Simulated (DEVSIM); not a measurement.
System: Si p+/n-/n+ power diode, at 400 K.

```tsv
layer (left to right)	material	thickness (μm)	Nd (cm⁻³)	Na (cm⁻³)	τn (s)	τp (s)
1	Si	0.570	-	5.8e18	2.2e-7	2.2e-7
2	Si	21.0	5.7e15	-	2.2e-7	2.2e-7
3	Si	5.20	1.7e18	-	2.2e-7	2.2e-7
```

Left contact: ohmic. Right contact: ohmic. Voltage is applied to the left contact. Recombination: SRH at mid-gap. Mobility is constant in doping.

This is a model device: material constants are rounded textbook-type values typed into the input, and sizes, dopings and lifetimes were drawn at random. Values at 300 K; Nc and Nv go as T^1.5, mobilities as T to minus their exponent, the gap by Varshni's rule with the affinity fixed.

| parameter | Si |
|---|---|
| gap (eV) | 1.124 |
| affinity (eV) | 4.05 |
| permittivity | 11.7 |
| Nc (cm⁻³) | 2.86e19 |
| Nv (cm⁻³) | 3.1e19 |
| μn (cm²/Vs) | 1417 |
| μp (cm²/Vs) | 470 |
| T exponent of μn | 2.3 |
| T exponent of μp | 2.2 |
| Varshni α (eV/K) | 0.000473 |
| Varshni β (K) | 636 |

Simulated with DEVSIM: 1D drift-diffusion, Boltzmann statistics, complete ionisation; no tunnelling, impact ionisation, image-force lowering or self-heating.

**Question.** Tabulate band edges, carrier densities and field at zero bias.

**Answer.** Energies count from the Fermi level of the right contact; mesh points crowd at the junctions.

```csv
x (μm),Ec (eV),Ev (eV),n (cm⁻³),p (cm⁻³),field (V/cm)
0.000,1.024,-0.073,5600000,5.8e18,≈ 0
0.05131,1.024,-0.073,5600000,5.8e18,≈ 0
0.2027,1.024,-0.073,5600000,5.8e18,≈ 0
0.4487,1.024,-0.073,5600000,5.8e18,≈ 0
0.5605,1.023,-0.073,5600000,5.7e18,-2000
0.6003,0.824,-0.273,1.8e9,1.8e16,-32000
0.7229,0.531,-0.566,9.1e12,3.5e12,-18000
1.412,0.309,-0.788,5.7e15,5.7e9,≈ 0
3.369,0.309,-0.788,5.7e15,5.7e9,≈ 0
9.742,0.309,-0.788,5.7e15,5.7e9,≈ 0
17.79,0.309,-0.788,5.7e15,5.7e9,≈ 0
20.79,0.309,-0.788,5.7e15,5.7e9,≈ 0
21.35,0.306,-0.790,6.1e15,5.3e9,-350
21.52,0.268,-0.829,1.9e16,1.7e9,-8100
21.58,0.114,-0.983,1.6e18,2.0e7,-3800
21.66,0.112,-0.984,1.7e18,1.9e7,≈ 0
21.93,0.112,-0.984,1.7e18,1.9e7,≈ 0
22.77,0.112,-0.984,1.7e18,1.9e7,≈ 0
25.58,0.112,-0.984,1.7e18,1.9e7,≈ 0
26.42,0.112,-0.984,1.7e18,1.9e7,≈ 0
26.68,0.112,-0.984,1.7e18,1.9e7,≈ 0
26.77,0.112,-0.984,1.7e18,1.9e7,≈ 0
```
